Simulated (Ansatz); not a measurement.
Take SnTe in the rock salt structure (space group Fm-3m, No. 225; a = 6.371 Å) as the base. Axes: x, y, z lie along the cube axes.

Method: r2SCAN, PAW, 500 eV (Ansatz, a program for electronic structure; no spin-orbit coupling), earlier PAW set.

A first run, uniaxial strain ε_zz = +2.01 %, gives secant values C11 ≈ 110 GPa and C12 ≈ 3.3 GPa from its stress. A second run applies isotropic strain −2.89 %.

Q: What does linear elasticity predict for the bulk modulus −ΔP/(ΔV/V₀) in the second run, and what does the run give?

A: Linear elasticity: (C11 + 2 C12)/3 = 39 GPa. The run gives 56 GPa; any difference comes from nonlinear terms at these strains and numerical noise.

Stability against distortions was not tested.
